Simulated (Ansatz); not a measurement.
Start from MgO in the rock salt structure (space group Fm-3m, No. 225; a = 4.2141 Å). Axes: x, y, z lie along the cube axes.

The change: the symmetric strain tensor [0.0025 0.0057 0.0022; 0.0057 0.0047 0.0031; 0.0022 0.0031 -0.0009]; the atoms relax in the strained cell.

Levels (all Ansatz, a program for electronic structure, PAW): PBEsol (420 eV, spin-orbit coupling left out); HSE06 (420 eV, no spin-orbit coupling).

The geometry is relaxed with PBEsol.

| Quantity | Result |
|---|---|
| PBEsol band gap | 4.51 eV |

Q: How does going to HSE06 change the band gap?

A: The band gap increases by 1.84 eV, from 4.51 eV to 6.35 eV.

Single points use the geometry relaxed with PBEsol. Stability against distortions was not tested. The base started in Pnma and relaxed to Fm-3m at this level.
